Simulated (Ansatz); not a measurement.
End structure of NH2 on the 1x1 (0001) surface of hcp Co, ferromagnetic, one in a 2x2 cell, started at the site 'top Co':

```yaml
crystal:
  lattice:
    - [4.98583, 0.00000, 0.00000]
    - [-2.49292, 4.31786, 0.00000]
    - [0.00000, 0.00000, 25.50000]
  atoms:
    - { symbol: Co, position: [0.33333, 0.16667, 0.38286] }
    - { symbol: Co, position: [0.33333, 0.66667, 0.38286] }
    - { symbol: Co, position: [0.83333, 0.16667, 0.38286] }
    - { symbol: Co, position: [0.83333, 0.66667, 0.38286] }
    - { symbol: Co, position: [0.16667, 0.33333, 0.45946] }
    - { symbol: Co, position: [0.16667, 0.83333, 0.45946] }
    - { symbol: Co, position: [0.66667, 0.33333, 0.45946] }
    - { symbol: Co, position: [0.66667, 0.83333, 0.45946] }
    - { symbol: Co, position: [0.33162, 0.16699, 0.54036] }
    - { symbol: Co, position: [0.33251, 0.66501, 0.54041] }
    - { symbol: Co, position: [0.83537, 0.16699, 0.54036] }
    - { symbol: Co, position: [0.83495, 0.66989, 0.54034] }
    - { symbol: Co, position: [0.16209, 0.32418, 0.62023] }
    - { symbol: Co, position: [0.17220, 0.84121, 0.61786] }
    - { symbol: Co, position: [0.66847, 0.33693, 0.61452] }
    - { symbol: Co, position: [0.66901, 0.84121, 0.61786] }
    - { symbol: N, position: [0.31298, 0.62596, 0.67714] }
    - { symbol: H, position: [0.49469, 0.65973, 0.70064] }
    - { symbol: H, position: [0.16503, 0.65973, 0.70064] }
```

Slab: 19 atoms, 6.0 Å thick at the start under the adsorbate (thin: gaps and levels are the slab's own); k 7x7x1, smearing 0.1 eV, dipole-corrected; 8 atoms held, the rest relaxed; start symmetry kept, larger cells not searched; spin-polarised, no spin-orbit, no U, no dispersion correction. At the end it is bonded to 3 Co. In PBE it is, or lies within 0.03 eV of, the lowest of the starts that converged.

A negative adsorption energy means that the adsorbate is more stable on the surface than in its reference.

Task: Give the adsorption energy against NH3(g) − ½ H2(g) at the level PBE in Ansatz (a program for electronic structure).

Result: 0.046 eV

Task: What is the computed change of the work function (PBE)?

Result: -1.78 eV

Task: Give the change of the step from the bottom to the top vacuum level, against the clean slab at the level PBE.

Result: -1.77 eV

Task: Predict the work function of the top face from PBE.

Result: 3.20 eV
